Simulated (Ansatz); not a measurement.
**How the lattice constant a of Ru (model structure, Im-3m, No. 229, 1 atoms in the cell) moves with the method**

No measured value is used here.

```tsv
level (code)	value (Å)
LDA (Ansatz)	3.000
PBE (Ansatz)	3.053
PBEsol (Ansatz)	3.018
r²SCAN (Ansatz)	3.032
```

LDA, PBE, PBEsol, r²SCAN: the run has no spin polarisation, so it can have missed a magnetic state. Cutoffs differ between the levels. Ansatz's density-functional and Hartree–Fock values are scalar-relativistic unless marked +SOC, with PAW data made under PBE.

A model structure was made by putting elements into a prototype or built by hand; it is no filed structure, need not be a known phase, and can be a saddle point held by its symmetry.

Ansatz is a program for electronic structure.
